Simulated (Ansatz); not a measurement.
Cubic perovskite BaZrO3, relaxed in Ansatz (plane waves) with several semilocal functionals. Each gives its own volume and its own elastic constant C11:

| level | V0 (Å³/atom) | elastic constant C11 (GPa) | ln V0 | ln C11 |
|---|---|---|---|---|
| LDA | 14.269 | 350.8 | 2.6581 | 5.8602 |
| PBEsol | 14.614 | 323.5 | 2.6820 | 5.7792 |
| PBE | 15.107 | 290.8 | 2.7152 | 5.6726 |

Q: Fit a straight line to ln C11 against ln V0. What does it predict for r²SCAN, whose volume is 14.871 Å³/atom?

A: With x = ln V0 and y = ln C11: means 2.68510 and 5.77067; Σ(Δx Δy) = -0.005396, Σ(Δx²) = 0.001645, so the slope is -3.28. At x = 2.6994 the line gives y = 5.77067 + (-3.28) × (2.6994 − 2.68510) = 5.7238, or 306.1 GPa. The run with r²SCAN gives 319.1 GPa, +4.2 % from the line. The rows used scatter about it by up to 0.2 %, while the largest value lies 21 % above the smallest.

Ansatz's density-functional and Hartree–Fock values are scalar-relativistic unless marked +SOC, with PAW data made under PBE.

Ansatz is a quantum-chemistry and plane-wave program.
